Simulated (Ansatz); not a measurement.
Input:

End structure of the (100) surface of rock-salt TaC, Si on half the Ta sites of the top plane, c(2x2) (bottom of the slab: a bare face, its two planes held):

```yaml
crystal:
  lattice:
    - [3.16473, 3.16473, 0.00000]
    - [-3.16473, 3.16473, 0.00000]
    - [0.00000, 0.00000, 27.50000]
  atoms:
    - { symbol: C, position: [0.00000, 0.00000, 0.29978] }
    - { symbol: C, position: [0.50000, 0.50000, 0.29978] }
    - { symbol: Ta, position: [0.50000, 0.00000, 0.29978] }
    - { symbol: Ta, position: [0.00000, 0.50000, 0.29978] }
    - { symbol: C, position: [0.50000, 0.00000, 0.38116] }
    - { symbol: C, position: [0.00000, 0.50000, 0.38116] }
    - { symbol: Ta, position: [0.00000, 0.00000, 0.38116] }
    - { symbol: Ta, position: [0.50000, 0.50000, 0.38116] }
    - { symbol: C, position: [0.00000, 0.00000, 0.46272] }
    - { symbol: C, position: [0.50000, 0.50000, 0.46288] }
    - { symbol: Ta, position: [0.50000, 0.00000, 0.46240] }
    - { symbol: Ta, position: [0.00000, 0.50000, 0.46240] }
    - { symbol: C, position: [0.50000, 0.00000, 0.54291] }
    - { symbol: C, position: [0.00000, 0.50000, 0.54291] }
    - { symbol: Ta, position: [0.00000, 0.00000, 0.54442] }
    - { symbol: Ta, position: [0.50000, 0.50000, 0.54539] }
    - { symbol: C, position: [0.00000, 0.00000, 0.62884] }
    - { symbol: C, position: [0.50000, 0.50000, 0.62576] }
    - { symbol: Ta, position: [0.50000, 0.00000, 0.62380] }
    - { symbol: Ta, position: [0.00000, 0.50000, 0.62380] }
    - { symbol: C, position: [0.50000, 0.00000, 0.70681] }
    - { symbol: C, position: [0.00000, 0.50000, 0.70681] }
    - { symbol: Si, position: [0.00000, 0.00000, 0.70093] }
    - { symbol: Ta, position: [0.50000, 0.50000, 0.70119] }
```

Model: 24-atom slab, 11.0 Å thick at the start, 9x9x1 mesh, Fermi-Dirac 0.1 eV, dipole correction, 8 atoms held, the rest relaxed; start symmetry kept, larger cells not searched; no spin, no spin-orbit, no U. It is one candidate, not shown to be the stable structure of the face.

**Question.** Predict the work function of the top face from PBE in Ansatz (a first-principles code).

**Answer.** 4.32 eV
